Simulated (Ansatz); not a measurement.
The starting structures come from a database of crystals and need not be the phases stable at ambient conditions.

Tunnelling through a barrier is set by its complex band structure: the current falls as exp(−2κd) with the smallest κ.

Data:

```yaml
crystal:
  lattice:
    - [5.52051, 0.00000, 0.00000]
    - [0.00000, 8.76270, 0.00000]
    - [0.00000, 0.00000, 4.13884]
  atoms:
    - { symbol: Sb, position: [0.71726, 0.43019, 0.25000] }
    - { symbol: Sb, position: [0.28274, 0.56981, 0.75000] }
    - { symbol: Sb, position: [0.21726, 0.06981, 0.75000] }
    - { symbol: Sb, position: [0.78274, 0.93019, 0.25000] }
    - { symbol: O, position: [0.40619, 0.55362, 0.25000] }
    - { symbol: O, position: [0.59381, 0.44638, 0.75000] }
    - { symbol: O, position: [0.90619, 0.94638, 0.75000] }
    - { symbol: O, position: [0.09381, 0.05362, 0.25000] }
    - { symbol: F, position: [0.05801, 0.27590, 0.75000] }
    - { symbol: F, position: [0.94199, 0.72410, 0.25000] }
    - { symbol: F, position: [0.55801, 0.22410, 0.25000] }
    - { symbol: F, position: [0.44199, 0.77590, 0.75000] }
```

Space group of this cell: Pnma. The cell was relaxed by PBE-D3(BJ); by PBEsol its mean pressure is -1.9 GPa.

Transport runs along the normal of the first two printed cell vectors.

The gap is the functional's own, uncorrected, and κ follows it; spin-orbit coupling is left out. Mid-gap values are interpolated between the computed energies.

**Question.** Estimate the band gap and the smallest decay constant κ at mid-gap that PBEsol (Ansatz, an electronic-structure program) returns for this system.

**Answer.** Gap 3.19 eV on a 6×4×8 mesh; κ = 0.274 1/Å, at (0.500, 0.000) of the in-plane reciprocal vectors. At the zone centre, at the nearest computed energy, the slowest state has κ = 0.34 1/Å.
